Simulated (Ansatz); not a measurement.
**GaAs (F-43m): band-edge transport data**

Given:

```
GaAs
1.0
    0.00000     2.82935     2.82935
    2.82935     0.00000     2.82935
    2.82935     2.82935     0.00000
Ga As
1 1
Direct
  0.00000   0.00000   0.00000
  0.25000   0.25000   0.25000
```

All values below come from PBEsol, rigid bands (plane waves, PAW, scalar-relativistic; Ansatz, a quantum-chemistry and plane-wave program). Geometry: cell and atoms relaxed with PBEsol.

```yaml
band_gap: 0.42 eV
electron conductivity mass (300 K, dilute): 0.033 mₑ
effective density of states N_c (300 K): 1.2e17 cm⁻³
density_of_states_mass_electrons: 0.028 mₑ
Seebeck coefficient, n-type 1e19 cm⁻³, 300 K: -33 μV/K
```

Rigid bands; masses and Seebeck coefficients take one relaxation time τ for all states and one kind of carrier; polarons and phonon drag are left out. Spin-orbit coupling is left out.
